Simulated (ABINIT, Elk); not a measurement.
An ABINIT input for a self-consistent single point of Zr (P6_3/mmc, 2 atoms in the cell) (DFT, PBE, plane waves, PAW (JTH v2.0 PBE PAW)):

```
# Zr, JTH v2.0 PBE PAW
pp_dirpath "./"
pseudos "Zr.GGA_PBE-JTH.xml"
acell 3*1.0 Angstrom
rprim
         3.2058657707    0.0000000532    0.0000000000
        -1.6029329314    2.7763611720    0.0000000000
         0.0000000000    0.0000000000    5.1189460000
natom 2
ntypat 1
znucl 40
typat 1 1
xred
         0.3333333333    0.6666666667    0.2500000000
         0.6666666667    0.3333333333    0.7500000000
ecut 40 Ry
pawecutdg 80 Ry
pawxcdev 0
occopt 3
tsmear 0.1 eV
nband 17
kptopt 1
ngkpt 16 16 9
nshiftk 1
shiftk 0 0 0
nstep 60
tolvrs 1.0e-11
prtwf 0
prtden 0
```

Translate this input to Elk.

This is the input that was run; spellings and numerical settings could be chosen otherwise.

```
tasks
  0

xctype
  20

rgkmax
  7.5

gmaxvr
  16.0

nxlo
  2

lorbcnd
  .true.

lmaxi
  3

swidth
  0.00367493

maxscl
  100

scale
  6.058208299

avec
    1.0000000000    0.0000000166    0.0000000000
   -0.5000000144    0.8660253955    0.0000000000
    0.0000000000    0.0000000000    1.5967437086

sppath
  'species/'

atoms
  1
  'Zr.in'
  2
  0.3333333333  0.6666666667  0.2500000000    0.0 0.0 0.0
  0.6666666667  0.3333333333  0.7500000000    0.0 0.0 0.0

ngridk
  16 16 9
```

Basis settings and potentials, where a program has them, do not carry over. This input uses DFT, PBE, all-electron FP-LAPW, Elk's shipped species files, APW+lo basis with extra local orbitals.

The starting cell comes from a database of computed structures (which also holds hypothetical and non-ambient phases and stackings), without a prior relaxation at this level. Its lattice was rescaled by a random factor within 2.5 % of one.
